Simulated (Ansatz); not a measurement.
## CdSiN2 (model structure, started from the MgZrN2 type, I4₁/amd, No. 141, 8 atoms in the cell)

The numbers are results of r²SCAN (plane waves, PAW; Ansatz, a quantum-chemistry and plane-wave program), not measurements.

Settings: plane-wave cutoff 560 eV, 18×18×18 k mesh, Fermi–Dirac smearing 0.05 eV, scalar-relativistic PAW data made under PBE.

Cell (relaxed with PBEsol):

```xyz
8
Lattice="-2.1879 2.1879 4.3751 2.1879 -2.1879 4.3751 2.1879 2.1879 -4.3751" Properties=species:S:1:pos:R:3 pbc="T T T"
Cd     0.0000     0.0000     4.3751
Cd     2.1879     0.0000     2.1876
Si     0.0000     2.1879     2.1876
Si     0.0000     0.0000     0.0000
N      0.0000     2.1879     0.3998
N      0.0000     0.0000     6.9625
N      0.0000     0.0000     1.7877
N      0.0000     2.1879     3.9753
```

- band gap: 1.32 eV (on the SCF k mesh)

Note: the relaxation could raise the start's symmetry but not lower it, so the cell can be a saddle point; cell and atoms aren't relaxed at this level (largest force component 0.18 eV/Å, pressure 1.6 GPa).

Spin–orbit coupling is not included.

The computed numbers hold no vibrational or temperature effects.

A model structure was made by putting elements into a prototype or built by hand; it is no filed structure, need not be a known phase, and can be a saddle point held by its symmetry.
